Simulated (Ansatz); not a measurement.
**Input and output of a self-consistent single point for TaN (P-62m, 6 atoms in the cell) (Ansatz, a first-principles code)**

Method of the run: LDA (PW92), default PAW files made with PBE (plane waves; Ansatz).

This input was run:

Ansatz 0.2 input:
```yaml
# TaN
crystal:
  lattice:
    - [5.234542, 0.000000, 0.000000]
    - [-2.617271, 4.533246, 0.000000]
    - [0.000000, 0.000000, 2.929324]
  atoms:
    - { symbol: Ta, position: [0.000000, 0.000000, 0.000000] }
    - { symbol: Ta, position: [0.333333, 0.666667, 0.500000] }
    - { symbol: Ta, position: [0.666667, 0.333333, 0.500000] }
    - { symbol: N, position: [0.392390, 0.000000, 0.000000] }
    - { symbol: N, position: [0.607610, 0.607610, 0.000000] }
    - { symbol: N, position: [0.000000, 0.392390, 0.000000] }
basis:
  ecutwfc: 420.0 eV
kpoints:
  mp_grid: { grid: [7, 7, 11] }
hamiltonian:
  xc: lda
  pseudopotentials: { kind: paw }
scf:
  occupations: { method: fermi_dirac, width: 0.1 eV }
output:
  forces: true
  eigenvalues: true
  stress: true
```

The program printed (abridged):

```
WARN the atoms were moved onto the symmetric positions of the space group found under crystal.symmetry.tolerance 1.0e-5 (fractional …
WARN ansatz: RAYON_NUM_THREADS=1 ignored (pool sized by the plan → 1); use --threads N
Pseudopotentials: kind: paw
Pseudopotential: Ta, paw, valence charge 13
Pseudopotential: N, paw, valence charge 5
Crystal: 6 atoms, lattice volume = 69.511 Å³
Basis set: ecut = 420 eV, 1323 PW (Γ)
Bands: 33, of which v1, the nominal top of the filled ones, is band 27 counted from 1 (26 counted from 0)
Symmetry: 12 space group operations
Space group: P-62m (ITA 189), of the structure as read, at distance tolerance 4.1e-5 Å
k-points: 48 of 539 (time reversal used)
PAW frozen core: Ta, regenerated for the run's functional, and the local potential with it
PAW frozen core: N, regenerated for the run's functional, and the local potential with it
Initial density: superposition of atomic densities (neutral atoms: chi_scale 0, normalization atom), corrected by the library's trained network
Initial wavefunctions: pseudopotential atomic-orbital guess
Eigensolver: davidson
Functional: x = slater, c = lda
SCF iter   1: F=—  HF=-30177.678602 eV  |F-HF|=—  |Δ(HF+E_count)|=         —  Δρ=1.01e-2  dr2=6.99e-2  ethr=1.77e-3  ⟨swp⟩=5.5  Hψ=6468  notcnv=0
all-band conjugate gradients solve this SCF's bands
preconditioner: auto → Kerker (q_TF=auto, 2.616 Å⁻¹)
SCF iter   2: F=—  HF=-30177.665980 eV  |F-HF|=—  |Δ(HF+E_count)|=   1.26e-2  Δρ=4.78e-3  dr2=1.05e-2  ethr=1.29e-4  ⟨swp⟩=1.5  Hψ=2035  notcnv=0
SCF iter   3: F=—  HF=-30177.663895 eV  |F-HF|=—  |Δ(HF+E_count)|=   2.08e-3  Δρ=1.90e-3  dr2=2.22e-3  ethr=1.95e-5  ⟨swp⟩=2.0  Hψ=2265  notcnv=0
SCF iter   4: F=—  HF=-30177.663381 eV  |F-HF|=—  |Δ(HF+E_count)|=   5.14e-4  Δρ=4.03e-4  dr2=7.65e-5  ethr=4.11e-6  ⟨swp⟩=2.0  Hψ=2228  notcnv=0
SCF iter   5: F=—  HF=-30177.663373 eV  |F-HF|=—  |Δ(HF+E_count)|=   7.87e-6  Δρ=8.87e-5  dr2=4.71e-6  ethr=1.42e-7  ⟨swp⟩=2.5  Hψ=2265  notcnv=0
SCF iter   6: F=—  HF=-30177.663373 eV  |F-HF|=—  |Δ(HF+E_count)|=   5.57e-7  Δρ=1.73e-5  dr2=1.72e-7  ethr=8.73e-9  ⟨swp⟩=2.9  Hψ=2836  notcnv=0
SCF iter   7: F=-30177.663373 eV  HF=-30177.663373 eV  |F-HF|=2.66e-9  |Δ(HF+E_count)|=   2.15e-8  Δρ=2.64e-6  dr2=5.63e-9  ethr=1.85e-10  ⟨swp⟩=5.2  Hψ=5927  notcnv=0
SCF 1 converged in 7 iterations: F = -30177.663373 eV  dr2 = 5.63e-9
SCF converged after 7 iterations
Free energy (F): -30177.663373 eV
Harris-Foulkes:  -30177.663373 eV  (|F-HF|=2.66e-9)
Internal energy: -30177.640784 eV  (E = F + TS)
E sigma→0 (E₀):  -30177.652078 eV
Entropy (-TS):   -0.022589 eV (-3.765 meV/atom)
Fermi energy:    18.904530 eV
--- Per-component energies (eV) ---
  E_band       = -257.498191
  E_kinetic    = 1492.015685
  E_local      = -2092.751774  (includes V_loc(G=0)·N_el)
  E_nonlocal   = 200.295119
  E_hartree    = 700.266296
  E_xc         = -830.380289
  E_vxc        = -842.105967  (∫ρ·V_xc dr)
  E_paw        = -24801.429767  (= ΣΔE_a)
  E_vpaw       = -415.485805  (= ΣTr[D̂ρ^β])
  E_aug_tail   = 0.000736  (compensation charges beyond the density's cutoff)
  E_ewald      = -4846.673631
  E_core_change = 1.016840  (= ΣΔE_core)
  E_smearing   = -0.022589  (= −TS)
  E_closure    = 0.000000  (closes the sum)
  Σ components = -30177.663373   (vs F -30177.663373, Δ=0.00e0)
--- Forces (eV/Å), atoms counted from 1 ---
  atom   1  Ta     0.00000000    -0.00000000     0.00000000
  atom   2  Ta    -0.00000000    -0.00000000     0.00000000
  atom   3  Ta     0.00000000     0.00000000     0.00000000
  atom   4  N     -0.10214686    -0.00000000     0.00000000
  atom   5  N      0.05107343     0.08846177     0.00000000
  atom   6  N      0.05107343    -0.08846177     0.00000000
  max |Σ_I F_I| component: 1.39e-16 eV/Å
--- Stress (GPa, compression-positive) ---
      -15.256417       0.000000       0.000000
        0.000000     -15.256417       0.000000
        0.000000       0.000000     -17.727771
  P = ⅓ Tr σ = -16.0802 GPa (-160.802 kbar)
  The stress holds the Pulay correction. Without it, at fixed plane waves, as pw.x and ABINIT print it: P = -16.6179 GPa
--- Band table (eV; the first three rows and the last of 48) ---
  k-point 0: bands = ["-50.4551", "-50.4144", "-49.8232", "-17.2320", "-17.2320", "-16.9003", "-16.9003", "-16.7452", "-16.6457", "-16.4761", "-16.4761", "-15.8622", "0.9355", "3.6040", "3.6040", "9.6840", "12.4714", "12.4714", "12.5368", "13.2707", [...]
  k-point 1: bands = ["-50.4519", "-50.4112", "-49.8203", "-17.2213", "-17.2213", "-16.8891", "-16.8891", "-16.8126", "-16.7061", "-16.4750", "-16.4750", "-15.9142", "1.0877", "3.5638", "3.5638", "9.9527", "12.3262", "12.3262", "12.6744", "13.1912", [...]
  k-point 2: bands = ["-50.4430", "-50.4027", "-49.8127", "-17.1926", "-17.1926", "-16.9894", "-16.8652", "-16.8580", "-16.8580", "-16.4728", "-16.4728", "-16.0519", "1.5089", "3.4525", "3.4525", "10.7002", "11.9378", "11.9378", "12.6884", [...]
  k-point 47: bands = ["-50.3984", "-50.3911", "-49.7879", "-17.4732", "-17.4342", "-17.1523", "-16.9621", "-16.8874", "-16.7038", "-16.4683", "-16.4606", "-16.4570", "2.7471", "3.3013", "3.3870", "10.6703", "11.1073", "11.5362", "11.7574", [...]
```

The run converged in 7 iterations.

The starting cell comes from a database of computed structures (which also holds hypothetical and non-ambient phases and stackings), without a prior relaxation at this level. Its lattice was rescaled by up to half a per cent. Spin-orbit coupling is off. Spin polarisation is off. With a pressure of about -16 GPa the cell is away from its equilibrium volume at this level. Ansatz's pressure includes its estimate of the finite-basis (Pulay) stress. Without the estimate this run gives -16.62 GPa.
